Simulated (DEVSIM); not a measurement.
System: Cr/HfO2/n-Ge capacitor, at 300 K.

```tsv
layer (left to right)	material	thickness (nm)	Nd (cm⁻³)
1	HfO2	2.60	-
2	Ge	4300	1.9e16
```

Metal gate on the left, work function 4.5 eV. Fixed charge at the semiconductor interface 5.8e11 cm⁻² (in units of +e); no interface traps.

Constants are typed, rounded textbook-type inputs, not results; the design itself was drawn at random and stands for no fabricated device. Values at 300 K.

| parameter | HfO2 | Ge |
|---|---|---|
| gap (eV) | 5.7 | 0.664 |
| affinity (eV) | 2.5 | 4 |
| permittivity | 22 | 16 |
| Nc (cm⁻³) | - | 1.04e19 |
| Nv (cm⁻³) | - | 6e18 |

Model (solved in DEVSIM): 1D Poisson equation in equilibrium, Boltzmann statistics, complete ionisation; no quantum confinement or tunnelling. Metal contacts follow the ideal Schottky-Mott rule: no Fermi-level pinning, no interface dipoles.

Task: Give the band bending (positive: bands bend down) and minority sheet density.

Result: 
```csv
Vg (V),ψs (V),minority carriers (cm⁻²)
-0.2,-0.493,1.1e12
-0.05,-0.367,2.3e10
0.1,-0.219,1.2e8
0.25,-0.072,< 1e8
0.4,0.069,< 1e8
```
